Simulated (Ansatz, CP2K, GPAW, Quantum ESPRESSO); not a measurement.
Code comparison for YPt (Pnma, 8 atoms in the cell)

Self-consistent single point.

```
YPt
1.0
    7.21111     0.00000     0.00000
    0.00000     4.61931     0.00000
    0.00000     0.00000     5.68205
Y Pt
4 4
Cartesian
  1.31228   1.15483   3.63441
  5.89883   3.46448   2.04764
  2.29328   3.46448   0.79338
  4.91783   1.15483   4.88867
  0.30892   1.15483   0.86867
  6.90219   3.46448   4.81338
  3.29663   3.46448   3.70970
  3.91448   1.15483   1.97235
```

Shared settings, as Ansatz (a quantum-chemistry and plane-wave program) writes them: kpoints.mp_grid.grid = 3 4 3; scf.occupations.method = gaussian; scf.occupations.width = 0.272 eV. Potentials and cutoffs stand in the table.

```tsv
code	model	pressure (GPa)	largest force (eV/Å)	cutoff
GPAW	PBEsol, GPAW PAW datasets PBEsol (made by gpaw-setup)	-9.43	0.173	550 eV
CP2K	PBEsol, GPW, DZVP-MOLOPT-SR-GTH basis, GTH-PBE potentials (GTH_POTENTIALS)	-9.21	0.195	grid 500 Ry
Quantum ESPRESSO	PBEsol, SSSP 1.1.2 efficiency (PBE) pseudopotentials	-9.68	0.173	40 Ry
Ansatz	PBEsol, PAW files made with PBE	-9.36	0.174	420 eV
```

Size of the force on each atom (eV/Å): Sizes of forces hide their directions.

| code | Y1 | Y2 | Y3 | Y4 | Pt5 | Pt6 | Pt7 | Pt8 |
|---|---|---|---|---|---|---|---|---|
| GPAW | 0.068 | 0.068 | 0.068 | 0.068 | 0.173 | 0.173 | 0.173 | 0.173 |
| CP2K | 0.061 | 0.061 | 0.061 | 0.061 | 0.194 | 0.194 | 0.195 | 0.195 |
| Quantum ESPRESSO | 0.066 | 0.066 | 0.066 | 0.066 | 0.173 | 0.173 | 0.173 | 0.173 |
| Ansatz | 0.066 | 0.066 | 0.066 | 0.066 | 0.174 | 0.174 | 0.174 | 0.174 |

On Ansatz's run: spin-orbit coupling is off. Spin polarisation is off.

The spread over the programs that give each value: pressure within 0.47 GPa; largest force within 0.022 eV/Å.

CP2K uses small atom-centred bases, whose incompleteness enters pressures, forces and empty levels differently from a plane-wave cutoff. Ansatz's pressure is given at a fixed set of plane waves, as the other plane-wave codes print theirs.

The shared mesh is coarse (it stands for a supercell whose shortest vector is 17 Å), so the values are not converged in it.

The starting cell comes from a database of computed structures (which also holds hypothetical and non-ambient phases and stackings), without a prior relaxation at this level. Its lattice was rescaled by a random factor within 2.5 % of one.

Left out of this page: Elk (not drawn, or without a comparable value).

Keys are those of Ansatz 0.2.
